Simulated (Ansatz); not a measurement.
**What biaxial strain −0.50 %, plane normal [111], relaxed out of plane does to Cu3N**

Take Cu₃N (space group Pm-3m, No. 221; a = 3.765 Å) as the base. Axes: x, y, z lie along the cube axes.

Perturbation: compressive biaxial strain of 0.50 % in the plane normal to [111], as in epitaxy on a mismatched substrate; the out-of-plane cell vector and the atoms relax.

The values are results of Kohn–Sham DFT with the PBEsol functional, run in Ansatz (an electronic-structure program) with PAW and 420 eV plane waves, no SOC, not measurements. Γ-centred 12×12×12 mesh, Fermi–Dirac width 0.05 eV.

- Volume per atom: 13.31 Å³ (base 13.34 Å³)
- Space group: R-3m (No. 166) (base Pm-3m (No. 221))
- Shortest interatomic distance: 3.555 bohr (base 3.557 bohr)
- Energy relative to the base (free energy F): +0.2 meV/atom
- Pressure (mean of the normal stresses, compression positive): 0.3 GPa (base 0.0 GPa)
- Band gap: zero (base zero)
- Out-of-plane strain: +0.76 % (rough)

Without a gap, meshes like the base's 12×12×12 leave anisotropic stresses uncertain by several tenths of a GPa, and small strain energies with them. No phonon test of stability was made. All final runs are without spin polarisation. Gaps under 0.05 eV, about the width of the smearing, are given as zero. The zero or small gap of Cu3N can change with the level of theory.
